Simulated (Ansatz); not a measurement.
## Short convergence ladders for InSe (P3m1, 8 atoms in the cell)

```
InSe
1.0
    4.06757     0.00000     0.00000
   -2.03378     3.52262     0.00000
    0.00000     0.00000    18.14232
In Se
4 4
Direct
  0.00000   0.00000   0.58015
  0.00000   0.00000   0.42261
  0.33333   0.66667   0.92261
  0.33333   0.66667   0.07739
  0.66667   0.33333   0.85300
  0.66667   0.33333   0.14700
  0.33333   0.66667   0.64702
  0.33333   0.66667   0.35298
```

Base method: LDA (PW92), default PAW files made with PBE (plane waves; Ansatz, an electronic-structure program).

Base settings: basis.ecutwfc = 420 eV; kpoints.mp_grid.grid = 4 4 1; hamiltonian.xc = lda; hamiltonian.pseudopotentials = {kind: paw} (the program's default PAW files); scf.occupations.method = fixed.

The count of work is k-points × plane waves × bands × iterations; it is no time. Core times come from one kind of shared machine, to one figure; runs under 30 s give none.

**The cutoff for other potential files**

Level: DFT, LDA (PW92), plane waves, harder PAW files (source: ansatz) made with PBE.

In this ladder: hamiltonian.pseudopotentials = {kind: paw, source: ansatz}.

The second cell is the first with its lattice scaled by 0.98.

The mesh stays at the base's, so the ladder's end is converged at best in this setting alone.

The first pressure column holds Ansatz's estimate of the finite-basis (Pulay) stress, which hides part of the cutoff error; the other is without it.

Only quantities that move along the ladder and can be compared are tabulated.

```tsv
basis.ecutwfc	free energy less the last step's (meV/atom)	energy of the compressed cell less the first (meV/atom)	pressure (GPa)	pressure without the Pulay estimate (GPa)	largest difference of a force vector from the last step's (eV/Å)	count of work / last
320 eV	9402.43	-35.48	-3.24	-229.76	0.129	0.11
390 eV	1822.77	-35.86	-2.79	-59.42	0.042	0.16
495 eV	123.08	-15.19	-2.55	-8.00	0.003	0.21
605 eV	5.02	-15.40	-2.53	-2.83	0.000	0.28
710 eV	0.63	-15.39	-2.53	-2.54	0.000	0.35
850 eV	0.35	-15.39	-2.53	-2.53	0.000	0.46
1065 eV	0.10	-15.39	-2.53	-2.53	0.000	0.65
1420 eV	0.00	-15.39	-2.53	-2.53	0.000	1.0
```

Coarsest basis.ecutwfc that holds the pressure within 0.05 GPa of the last step, with all finer ones: 495 eV, at 0.21 of the last step's count of work; the step before is off by 0.26 GPa.

Coarsest basis.ecutwfc that holds the energy of the compressed cell less the first within 2 meV/atom of the last step, with all finer ones: 495 eV, at 0.21 of the last step's count of work; the step before is off by 20 meV/atom.

Coarsest basis.ecutwfc that holds the forces within 0.005 eV/Å of the last step, with all finer ones: 495 eV, at 0.21 of the last step's count of work; the step before is off by 0.042 eV/Å.

The energy difference between the two cells stays within 1 meV/atom of the last step's from 495 eV on, the total only from 710 eV on: much of the error is common to both cells and cancels.

Two neighbours can agree and both be off: 320 eV and 390 eV differ by 0.38 meV/atom in the energy of the compressed cell less the first, yet lie about 20 meV/atom from the last step.

At the lowest cutoff the pressure without the Pulay estimate lies 227 GPa under the last step's, the usual sign of Pulay stress in an incomplete plane-wave basis.

**The density cutoff**

The mesh stays at the base's, so the ladder's end is converged at best in this setting alone.

Only quantities that move along the ladder and can be compared are tabulated.

```tsv
basis.ecutrho_ratio	free energy less the last step's (meV/atom)	pressure (GPa)
2	-1.98	-2.45
3	-0.02	-2.53
4	-0.01	-2.53
5	0.00	-2.53
6	0.00	-2.53
8	0.00	-2.53
10	0.00	-2.53
12	0.00	-2.53
16	0.00	-2.53
```

Coarsest basis.ecutrho_ratio that holds the pressure within 0.05 GPa of the last step, with all finer ones: 3; the step before is off by 0.08 GPa.

Coarsest basis.ecutrho_ratio that holds the free energy within 1 meV/atom of the last step, with all finer ones: 3; the step before is off by 2.0 meV/atom.

**The relaxed cell against the cutoff**

On InSe (P-6m2, 8 atoms in the cell): atoms on their sites.

In this ladder: relax = cell and atoms.

The mesh stays at the base's, so the ladder's end is converged at best in this setting alone.

Only quantities that move along the ladder and can be compared are tabulated.

| basis.ecutwfc | relaxed volume (Å³/atom) | relaxation steps | core time / last (rough) |
|---|---|---|---|
| 295 eV | 27.757 | 33 | 0.8 |
| 420 eV | 27.723 | 8 | 0.4 |
| 505 eV | 27.710 | 8 | 0.5 |
| 630 eV | 27.713 | 8 | 0.7 |
| 840 eV | 27.710 | 8 | 1 |

Coarsest basis.ecutwfc that holds the relaxed volume within 0.028 Å³/atom of the last step, with all finer ones: 420 eV, at about 0.4 of the last step's time; the step before is off by 0.047 Å³/atom.

On the base run: the starting cell comes from a database of computed structures (which also holds hypothetical and non-ambient phases and stackings), without a prior relaxation at this level. Its lattice was rescaled by up to half a per cent. One atom was moved a little off its site on purpose.

Left out of this page: 3 runs of the series failed or unconverged.

Keys are those of Ansatz 0.2.
